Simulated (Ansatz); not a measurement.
SiO2 (P4₁2₁2, No. 92), treated with PBE-D3(BJ) (PAW; Ansatz, a program for electronic structure).

Settings: plane-wave cutoff 520 eV, 8×8×6 k mesh (along the axes of the cell as run), Fermi–Dirac smearing 0.01 eV, scalar-relativistic PAW data made under PBE.

On both sides of the equilibrium volume: at 13.599 Å³/atom the pressure is 0.36 GPa and the direct gap at Γ 5.677 eV; at 14.154 Å³/atom they are -0.33 GPa and 5.622 eV. The fitted bulk modulus is 17.4 GPa.

Q: Work out the volume deformation potential of this gap and its pressure coefficient, in two ways.

A: a_V = dE_g/d ln V = (5.622 − 5.677)/ln(14.154/13.599) = -1.37 eV. Since dP = −B d ln V, dE_g/dP = −a_V/B = 79 meV/GPa. Straight from the pressures: (5.677 − 5.622)/(0.36 − (-0.33)) = 80 meV/GPa. At this level and over this range the gap at Γ widens under pressure.

Note: the bulk modulus comes from volumes at which shape and atoms were relaxed.
